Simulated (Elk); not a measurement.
**A self-consistent single point of CaS (Fm-3m, 2 atoms in the cell) with Elk**

Method of the run: PBE, all-electron FP-LAPW, Elk's shipped species files, APW+lo basis with extra local orbitals run with Elk.

The input file:

```
tasks
  0

xctype
  20

rgkmax
  8.0

gmaxvr
  14.0

nxlo
  2

lorbcnd
  .true.

lmaxi
  2

stype
  0

swidth
  0.0001

scale
  7.744109446

avec
    0.0000000000    0.7071067812    0.7071067812
    0.7071067812    0.0000000000    0.7071067812
    0.7071067812    0.7071067812    0.0000000000

sppath
  './'

atoms
  2   : nspecies
  'Ca.in'   : spfname
  1   : natoms; atposl, bfcmt below
  0.0000000000  0.0000000000  0.0000000000    0.0 0.0 0.0
  'S.in'   : spfname
  1   : natoms; atposl, bfcmt below
  0.5000000000  0.5000000000  0.5000000000    0.0 0.0 0.0

ngridk
  7 7 7
```

The program printed (abridged):

```
│ Elk code version 10.2.4 │

All units are atomic (Hartree, Bohr, etc.)

│ Ground-state run starting from atomic densities │

Lattice vectors :
   0.000000000       5.475912304       5.475912304
   5.475912304       0.000000000       5.475912304
   5.475912304       5.475912304       0.000000000

Unit cell volume      :    328.3972023
Brillouin zone volume :   0.7553359520

Muffin-tin inner radius fraction :   0.1000000000E-01

Nuclei treated as point charges

Species :    1 (Ca)
 parameters loaded from : Ca.in
 name : calcium
 nuclear charge    :   -20.00000000
 electronic charge :    20.00000000
 atomic mass :    73057.72469
 muffin-tin radius :    2.400000000
 number of radial points in muffin-tin :    497
 atomic positions (lattice), magnetic fields (Cartesian) :
   1 :   0.00000000  0.00000000  0.00000000    0.00000000  0.00000000  0.00000000

Species :    2 (S)
 parameters loaded from : S.in
 name : sulphur
 nuclear charge    :   -16.00000000
 electronic charge :    16.00000000
 atomic mass :    58450.91926
 muffin-tin radius :    2.200000000
 number of radial points in muffin-tin :    397
 atomic positions (lattice), magnetic fields (Cartesian) :
   1 :   0.50000000  0.50000000  0.50000000    0.00000000  0.00000000  0.00000000

Total number of atoms per unit cell :    2

Spin treatment :
 spin-unpolarised

Number of Bravais lattice symmetries :   48
Number of crystal symmetries         :   48
Crystal has inversion symmetry
Real symmetric eigensolver will be used

k-point grid :      7     7     7
k-point offset :    0.000000000       0.000000000       0.000000000
k-point set is reduced with full crystal symmetry group
Total number of k-points :       20

Muffin-tin radius times maximum |G+k| :    8.000000000
 using average radius
Maximum |G+k| for APW functions       :    3.478260870
Maximum (1/2)|G+k|²                   :    6.049149338
Maximum |G| for potential and density :    14.00000000
 potential will be trimmed for |G| > 2 gkmax
Constant for pseudocharge density :    8
Radial integration step length :    4

G-vector grid sizes :     35    35    35
Number of G-vectors :    15185

Maximum angular momentum used for
 APW functions                      :    8
 outer part of muffin-tin           :    6
 inner part of muffin-tin           :    2

Total nuclear charge    :   -36.00000000
Total core charge       :    20.00000000
Total valence charge    :    16.00000000
Total excess charge     :    0.000000000
Total electronic charge :    36.00000000

Effective Wigner radius, rₛ :    1.296192327

Number of empty states         :    8
Total number of valence states :   16
Total number of core states    :   20

Conduction state local-orbitals added automatically
Total number of local-orbitals :  135

Exchange-correlation functional :     20     0     0
 Perdew-Burke-Ernzerhof, Phys. Rev. Lett. 77, 3865 (1996)
 gradient requirement :    1
 generalised gradient approximation (GGA)

Smearing type :    0
 Gaussian
Smearing width :   0.1000000000E-03
Effective electronic temperature (K) :    31.57750248

Mixing type :    3
 Broyden mixing, J. Phys. A: Math. Gen. 17, L317 (1984)

Kohn-Sham potential initialised from atomic data

│ Self-consistent loop started │
│ Loop number : 1 │
 total energy                :     -1084.57709646
│ Loop number : 2 │
 total energy                :     -1084.52118114
RMS change in Kohn-Sham potential (target) :   0.4140232441     (  0.1000000000E-05)
Absolute change in total energy (target)   :   0.5591531905E-01 (  0.1000000000E-03)
│ Loop number : 3 │
 total energy                :     -1083.66189037
RMS change in Kohn-Sham potential (target) :   0.3407231287     (  0.1000000000E-05)
Absolute change in total energy (target)   :   0.8732695980     (  0.1000000000E-03)
│ Loop number : 4 │
 total energy                :     -1081.60887656
RMS change in Kohn-Sham potential (target) :   0.1589691866     (  0.1000000000E-05)
Absolute change in total energy (target)   :    2.271331203     (  0.1000000000E-03)
│ Loop number : 5 │
 total energy                :     -1080.41624868
RMS change in Kohn-Sham potential (target) :   0.5119331600E-01 (  0.1000000000E-05)
Absolute change in total energy (target)   :    1.760460683     (  0.1000000000E-03)
│ Loop number : 6 │
 total energy                :     -1079.98960874
RMS change in Kohn-Sham potential (target) :   0.1246334960E-01 (  0.1000000000E-05)
Absolute change in total energy (target)   :   0.8667551094     (  0.1000000000E-03)
│ Loop number : 7 │
 total energy                :     -1079.85088652
RMS change in Kohn-Sham potential (target) :   0.6473387056E-03 (  0.1000000000E-05)
Absolute change in total energy (target)   :   0.3554110013     (  0.1000000000E-03)
│ Loop number : 8 │
 total energy                :     -1079.84794346
RMS change in Kohn-Sham potential (target) :   0.3712905658E-03 (  0.1000000000E-05)
Absolute change in total energy (target)   :   0.9179580811E-01 (  0.1000000000E-03)
│ Loop number : 9 │
 total energy                :     -1079.84390521
RMS change in Kohn-Sham potential (target) :   0.1197695741E-03 (  0.1000000000E-05)
Absolute change in total energy (target)   :   0.2698720234E-01 (  0.1000000000E-03)
│ Loop number : 10 │
 total energy                :     -1079.84386100
RMS change in Kohn-Sham potential (target) :   0.5434712212E-04 (  0.1000000000E-05)
Absolute change in total energy (target)   :   0.6791013803E-02 (  0.1000000000E-03)
│ Loop number : 11 │
 total energy                :     -1079.84299801
RMS change in Kohn-Sham potential (target) :   0.4570163496E-05 (  0.1000000000E-05)
Absolute change in total energy (target)   :   0.2560740557E-02 (  0.1000000000E-03)
│ Loop number : 12 │
 total energy                :     -1079.84295885
RMS change in Kohn-Sham potential (target) :   0.2135455343E-05 (  0.1000000000E-05)
Absolute change in total energy (target)   :   0.6793460925E-03 (  0.1000000000E-03)
│ Loop number : 13 │
 total energy                :     -1079.84290876
RMS change in Kohn-Sham potential (target) :   0.2297140384E-06 (  0.1000000000E-05)
Absolute change in total energy (target)   :   0.2199278272E-03 (  0.1000000000E-03)
│ Loop number : 14 │
 total energy                :     -1079.84290256
RMS change in Kohn-Sham potential (target) :   0.9356383237E-07 (  0.1000000000E-05)
Absolute change in total energy (target)   :   0.6117838075E-04 (  0.1000000000E-03)
Convergence targets achieved

│ Loop number : 15 │

Energies :
 Fermi                       :     0.127520530652
 sum of eigenvalues          :     -619.523040489
 electron kinetic            :      1086.47084097
 core electron kinetic       :      1028.48887752
 Coulomb                     :     -2104.36934161
 Coulomb potential           :     -1625.94361852
 nuclear-nuclear             :     -145.029431305
 electron-nuclear            :     -2292.73620209
 Hartree                     :      333.396291784
 Madelung                    :     -1291.39753235
 xc potential                :     -80.0502629405
 exchange                    :     -60.5182218290
 correlation                 :     -1.42617962176
 total energy                :     -1079.84290209

Density of states at Fermi energy :   0.8306415611E-05
 (states/Hartree/unit cell)

Estimated indirect band gap :   0.9157341426E-01
 from k-point      1 to k-point     15
Estimated direct band gap   :   0.1191483475
 at k-point     15

Charges :
 core                        :    20.00000000
 valence                     :    16.00000000
 interstitial                :    3.303284813
 muffin-tins (core leakage)
  species :    1 (Ca)
   atom    1                 :    18.14779654     (  0.1944533068E-07)
  species :    2 (S)
   atom    1                 :    14.54891865     (  0.6969125162E-04)
 total in muffin-tins        :    32.69671519
 total calculated charge     :    36.00258556
 total charge                :    36.00000000
 error                       :   0.2585555636E-02

│ Self-consistent loop stopped │
```

The run converged in 15 iterations. The count includes the last loop, which Elk runs after its targets are met.

The starting cell comes from a database of computed structures (which also holds hypothetical and non-ambient phases and stackings), without a prior relaxation at this level. Its lattice was rescaled by a random factor within 2.5 % of one. Values depend on the basis (sphere radii, cutoffs, local orbitals), which need not be converged. Another mesh or the band path of this cell gives a smaller gap, so this value is not converged in the mesh.
